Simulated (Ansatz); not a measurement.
**Effect of pressure 2.1 GPa on Fe**

Start from Fe in the bcc (W type) structure (space group Im-3m, No. 229; a = 2.832 Å; ferromagnetic).

It is then changed as follows: a hydrostatic pressure of 2.1 GPa.

All numbers come from PBE (Ansatz, an electronic-structure program, PAW, scalar-relativistic without spin-orbit coupling). Settings: 23×23×23 k-points, 0.05 eV Fermi–Dirac smearing.

| quantity | base | changed | shift |
|---|---|---|---|
| volume per atom | 11.35 Å³ | 11.24 Å³ | -0.116 Å³ |
| density | 8.17 g/cm³ | 8.25 g/cm³ | +0.08 g/cm³ |
| lattice parameter a | 2.832 Å | 2.822 Å | -0.010 Å |
| shortest interatomic distance | 2.452 Å | 2.444 Å | -0.008 Å |
| enthalpy H = E + PV relative to the base's energy | – | +0.15 eV/atom | – |
| band gap | zero | zero | – |
| magnetic state | ferromagnetic | ferromagnetic | – |
| largest site moment | 2.22 μB | 2.20 μB | -0.02 μB |

Other magnetic orders, which the real material may have, were not ruled out. Load acts through the strain it causes; cell and atoms are relaxed under it. Stability against distortions was not tested.
